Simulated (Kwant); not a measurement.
Kwant, Hückel tight-binding model, one pz orbital an atom, one spin, coherent transport at 0 K. Conductance is in e²/h.

System: π system c1ccc2c(c1)[nH]c1ccccc12 between two chain leads. The π system is taken as planar. Atoms are numbered from 0 in the order of the SMILES. Site energies (eV, carbon 0): [0.0, 0.0, 0.0, 0.0, 0.0, 0.0, -4.05, 0.0, 0.0, 0.0, 0.0, 0.0, 0.0]. Bonds (i, j, β in eV): (0,1,-2.7) (1,2,-2.7) (2,3,-2.7) (3,4,-2.7) (4,5,-2.7) (4,6,-2.16) (6,7,-2.16) (7,8,-2.7) (8,9,-2.7) (9,10,-2.7) (10,11,-2.7) (11,12,-2.7) (5,0,-2.7) (12,7,-2.7) (12,3,-2.7). Leads: chains of hopping −4.1 eV, joined by −0.54 eV to atoms 0 and 11.

Site energies and bond integrals are typed Hückel values.

Sweep values stay those of the base run.

One input was changed, with this effect: transmission at E = 0 0.00014 → 1.3e-6.

Which change was it?
(A) contacts moved from atoms [0, 11] to [1, 11]
(B) contacts moved from atoms [0, 11] to [1, 5]
(C) contacts moved from atoms [0, 11] to [5, 8]
(D) contacts moved from atoms [0, 11] to [0, 2]
(E) contacts moved from atoms [0, 11] to [0, 1]
(F) contacts moved from atoms [0, 11] to [0, 9]

D, contacts moved from atoms [0, 11] to [0, 2]
